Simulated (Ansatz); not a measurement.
## ZnS: strain along the normal

ZnS (zinc blende, F-43m, 19.213 Å³/atom at rest) under an equal strain ε in the (111) plane with the normal axis free, as in a coherent film. PBEsol in Ansatz, a plane-wave DFT program (PAW, default set), 420 eV, 11×11×11 Γ-centred mesh, Fermi-Dirac smearing 0.05 eV; ions are relaxed within the symmetry of each cell.

Here s stands for strain and y for normal strain.

```csv
strain (%),normal strain (%)
-2.50,?
-1.25,0.82
-0.83,0.54
-0.42,0.27
0.00,0.00
0.42,-0.28
0.83,-0.54
1.25,-0.79
```

**Question.** Fit y against s with a straight line, and predict the withheld value at s = -2.50.

**Answer.** Means: s 0, y 0.003. About the means, the sum of products is -3.1399 and the sum of squares of s is 4.8556; the slope is their ratio. Least squares gives y = 0.003 - 0.6467·s. Residuals (row less fit): 0.009, 0.000, -0.005, -0.003, -0.011, -0.006, 0.015; standard error 0.010 (degrees of freedom: 5). The slope, -0.65 ± 0.00, is the elastic response of the normal axis. At the withheld row, y = 0.003 - 0.6467 × (-2.50) = 1.620%. The calculation gives 1.68%, 0.060% above the prediction (2.4 % of the range of y in the table). The row lies outside the fitted rows, so this is an extrapolation. From the scatter of the fitted rows alone, a prediction at this place has a standard error of 0.016%, so the miss is 3.8 times that.

One order more, fitted to all 13 runs of the series, follows each within 0.01, so the miss is the next term of a smooth law. Rows are the converged runs of the series near zero and its far end; series whose fitted rows scatter by over a few per cent of the range, as at a crossing or softening among them, aren't shown in this form. Most that stay on the fit to the last digits aren't either.
